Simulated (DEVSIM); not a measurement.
System: Ge n-p junction from an implanted or diffused profile, at 300 K.

Layer 1 from the left is Ge, thickness (μm) 110, Na (cm⁻³) 9e16, τn (s) 3.1e-6, τp (s) 3.1e-6.

Added donor profile: 2.7e18 cm⁻³ × exp(−(x − 0 μm)²/(2·(0.11 μm)²)). Left contact: ohmic. Right contact: ohmic. Voltage is applied to the left contact. Recombination: SRH at mid-gap. Mobility is μmin + (μ − μmin)/(1 + (N/Nref)^α).

The device is made up for the run: typed textbook-type constants, with dimensions and the other settings drawn at random. Values at 300 K.

Ge: gap (eV) 0.664, affinity (eV) 4, permittivity 16, Nc (cm⁻³) 1.04e19, Nv (cm⁻³) 6e18, μn (cm²/Vs) 3900, μp (cm²/Vs) 1900, μn,min 150, μp,min 100, Nref,n 2.6e17, Nref,p 4e17, αn 0.56, αp 0.6.

Simulated with DEVSIM: 1D drift-diffusion, Boltzmann statistics, complete ionisation; no tunnelling, impact ionisation, image-force lowering or self-heating.

Question: What does the simulation give for the dark forward voltage at 100 A/cm², the potential step across the device at zero bias?

Answer: dark forward voltage at 100 A/cm² 0.424 V; potential step across the device at zero bias 0.520 V.
